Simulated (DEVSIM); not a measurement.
Structure: abrupt Ge n-p junction, at 300 K.

Layer 1 from the left is Ge, thickness (μm) 6.10, Nd (cm⁻³) 4.8e16, τn (s) 1.7e-6, τp (s) 1.7e-6. Layer 2 from the left is Ge, thickness (μm) 1.40, Na (cm⁻³) 1.9e17, τn (s) 1.7e-6, τp (s) 1.7e-6.

Left contact: ohmic. Right contact: ohmic. Voltage is applied to the left contact. Recombination: SRH at mid-gap, radiative. Mobility is constant in doping.

Constants are typed, rounded textbook-type inputs, not results; the design itself was drawn at random and stands for no fabricated device. Values at 300 K.

Ge: gap (eV) 0.664, affinity (eV) 4, permittivity 16, Nc (cm⁻³) 1.04e19, Nv (cm⁻³) 6e18, μn (cm²/Vs) 3900, μp (cm²/Vs) 1900, B (cm³/s) 6.4e-14.

Question: Estimate by hand the built-in potential, the peak field at zero bias, and compare with a numerical solution.

Answer: 
- Built-in potential: ni = √(Nc Nv) exp(−Eg/2kT) = 2.09e13 cm⁻³ with Eg = 0.664 eV; Vbi = kT/q ln(Na Nd/ni²) = 0.436 V; numerical 0.436 V.
- Peak field at zero bias: depletion approximation: W = √(2εVbi/(qN)) = 0.142 μm with N = 3.83e16 cm⁻³; field = 2Vbi/W = 61500 V/cm; numerical 57900 V/cm (estimate above by 6.2 %).

Model (solved in DEVSIM): 1D drift-diffusion, Boltzmann statistics, complete ionisation; no tunnelling, impact ionisation, image-force lowering or self-heating.
